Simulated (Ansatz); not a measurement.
# Response to strain in BeTe

Base system: BeTe in the zinc blende structure (space group F-43m, No. 216; a = 5.6569 Å). Axes: x, y, z lie along the cube axes.

Strains are applied to the cell and any free atomic positions relax; under biaxial strain the out-of-plane vector relaxes too; under stress the whole cell relaxes.

The values are results of r2SCAN in Ansatz (plane waves to 500 eV, PAW, no spin-orbit coupling), not measurements.

Candidates:
(a) biaxial strain +0.94 %, plane normal [001], relaxed out of plane
(b) uniaxial strain ε_yy = −2.26 %
(c) uniaxial stress, 0.5 GPa tension along z

Base values:

```
Quantity    Value
--------  -------
Band gap  2.38 eV
```

Q: Order them by band gap, lowest first.

A: (b) uniaxial strain ε_yy = −2.26 % (2.13 eV), (a) biaxial strain +0.94 %, plane normal [001], relaxed out of plane (2.27 eV), (c) uniaxial stress, 0.5 GPa tension along z (2.35 eV)

With Te present, leaving out spin-orbit coupling can change the band edges. Stability under load was not tested beyond the relaxation.

Ansatz is a program for electronic structure.
